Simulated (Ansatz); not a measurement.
For Al2Cu (I4/mcm, No. 140; start mp-998), LDA in Ansatz (plane waves, PAW) gives:

```
Property              Value
------------------  -------
lattice constant a  5.940 Å
c axis length       4.776 Å
```

Q: What does PBEsol (plane waves, PAW; Ansatz, a first-principles code) give for the same quantities?

A: 
- lattice constant a: 5.999 Å (rises by 1.0 %)
- lattice parameter c: 4.820 Å (increases by 0.9 %)

Changes are worked out from the printed values.

Unless a cell is named, each level is at its own relaxed cell (LDA 14.04, PBEsol 14.46 Å³/atom).

Caveats: the relaxation could not lower the start's symmetry, so the cell can be a saddle point above a distorted one (LDA, PBEsol). Ansatz's density-functional and Hartree–Fock values are scalar-relativistic unless marked +SOC, with PAW data made under PBE.

A start named mp-… is a Materials Project structure, which can be a computed phase never made.
